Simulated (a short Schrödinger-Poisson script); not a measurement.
Stack: symmetric double-gate stack, SiO2 on p-type Si(100), at 300 K.

```
layer  material  thickness (nm)  Na (cm⁻³)
-----  --------  --------------  ---------
1          SiO2             3.9          -
2            Si              10       1e18
3          SiO2             3.9          -
```

Constants are typed, rounded textbook-type inputs, not results; the design itself was drawn at random and stands for no fabricated device. SiO2: permittivity 3.9, conduction-band edge (eV) 3.15, gap (eV) 9, electron mass (mₑ) 0.5. Si: permittivity 11.7, conduction-band edge (eV) 0, gap (eV) 1.124, Nv at 300 K (cm⁻³) 3.1e19.

Channel valleys (confinement mass, in-plane density-of-states mass, number): Δ2 0.916, 0.19, 2; Δ4 0.19, 0.417, 4. At the gates, both at one voltage, the conduction-band edge of layer 1 lies 3.43 eV − eVg above the Fermi level of the channel. Gaps are held at their typed values at every temperature. Mesh 0.03 nm at interfaces.

Solved with a short Schrödinger-Poisson script written for these runs: 1D Poisson equation in equilibrium, electrons classical, Fermi-Dirac, parabolic valleys, classical holes, full ionisation, no traps, pinning or gate leakage.

The same stack at other levels of the model or other numerical settings:

```
run                                        sheet density of all electrons at Vg = 2.55 V (cm⁻²)  sheet density of all electrons at Vg = 0.75 V (cm⁻²)  capacitance of both gates at Vg = 2.55 V (μF/cm²)  rough cost against the base
-----------------------------------------  ----------------------------------------------------  ----------------------------------------------------  -------------------------------------------------  ---------------------------
base                                                                                    2.28e13                                               4.25e12                                               1.68                      about 1
electrons treated as classical, Boltzmann                                               2.33e13                                               4.28e12                                               1.73                          0.3
electrons treated as quantum, Hartree                                                   2.12e13                                               3.76e12                                               1.60                            7
mesh six times as coarse                                                                2.27e13                                               4.22e12                                               1.67                          0.5
```

The classical rows ignore confinement, and Boltzmann statistics overrate the density once the band edge passes the Fermi level.
